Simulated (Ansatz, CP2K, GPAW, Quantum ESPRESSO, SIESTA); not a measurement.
## One structure in several programs: SiMo3 (Pm-3n, 8 atoms in the cell)

Self-consistent single point.

```xyz
8
Lattice="4.8144 0.0000 0.0000 0.0000 4.8144 0.0000 0.0000 0.0000 4.8144" Properties=species:S:1:pos:R:3 pbc="T T T"
Si     2.4072     2.4072     2.4072
Si     0.0000     0.0000     0.0000
Mo     0.0000     2.4072     1.2036
Mo     0.0000     2.4072     3.6108
Mo     1.2036     0.0000     2.4072
Mo     3.6108     0.0000     2.4072
Mo     2.4072     1.2036     0.0000
Mo     2.4072     3.6108     0.0000
```

All programs got the same cell, k-point mesh and kind of occupations (in Ansatz's words: kpoints.mp_grid.grid = 5 5 5; scf.occupations.method = fermi_dirac; scf.occupations.width = 0.1 eV); potentials, basis and cutoffs are each program's usual ones.

```
code                                                                                                                                model  pressure (GPa)  k-points       cutoff
----------------  -----------------------------------------------------------------------------------------------------------------------  --------------  --------  -----------
SIESTA            GGA PBE, numerical atomic orbitals DZP, PseudoDojo PBE standard norm-conserving potentials (rewritten from UPF to PSML)           18.44        63  grid 350 Ry
CP2K                                                              PBE, GPW, DZVP-MOLOPT-PBE-GTH basis, GTH-PBE potentials (POTENTIAL_UZH)           17.92        63  grid 500 Ry
Ansatz                                                                                                             PBE, default PAW files           15.30        10       420 eV
GPAW                                                                                         PBE, GPAW PAW datasets PBE (gpaw-data 1.0.1)           15.09        10       550 eV
Quantum ESPRESSO                                                         PBE, PseudoDojo stringent norm-conserving (PBE) pseudopotentials           15.60        10        80 Ry
```

The spread over the programs that give each value: pressure within 3.35 GPa.

The starting cell comes from a database of computed structures (which also holds hypothetical and non-ambient phases and stackings), without a prior relaxation at this level. Its lattice was rescaled by a random factor within 2.5 % of one. On Ansatz's run: Spin polarisation is off. In the base run, with a pressure of about 15 GPa the cell is away from its equilibrium volume at this level.

Problem. Why do the programs differ, and what cannot be compared?

Solution. Differences of this kind can come from the potentials, where these differ, and from what each basis and cutoff leave unconverged. The zero of total energies and Fermi levels follows the potentials and each program's conventions, so they are not compared here. SIESTA and CP2K use small atom-centred bases, whose incompleteness enters pressures, forces and empty levels differently from a plane-wave cutoff. Ansatz's pressure is given at a fixed set of plane waves, as the other plane-wave codes print theirs; with its correction for the finite basis it is 15.36 GPa. The programs reduce the same mesh by symmetry to different extents, which changes the work and not the result. In the pressure, SIESTA (by 3.14) and CP2K (by 2.62) lie more than 1 GPa from the median of the plane-wave programs.

Left out of this page: ABINIT (with a known weakness of the program); FLEUR (not drawn, or without a comparable value).

Ansatz is a quantum-chemistry and plane-wave program.

Keys are those of Ansatz 0.2.
